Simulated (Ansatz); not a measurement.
**ScF3 (within 0.1 Å of Pm-3m, No. 221; start mp-10694; cell taken from a computed entry)**

Computed with r²SCAN+rVV10 (Ansatz, an electronic-structure program, PAW).

Settings: plane-wave cutoff 500 eV, 10×10×10 k mesh, Fermi–Dirac smearing 0.05 eV, scalar-relativistic PAW data made under PBE.

Cell: relaxed at this level.

```yaml
volume_per_atom: 16.26 Å³/atom
band_gap: 7.02 eV (on the SCF k mesh)
```

Static lattice: no zero-point or thermal effects.

It cost very roughly 2.1 core-minutes of CPU time.

A start named mp-… is a Materials Project structure, which need not be a measured phase.
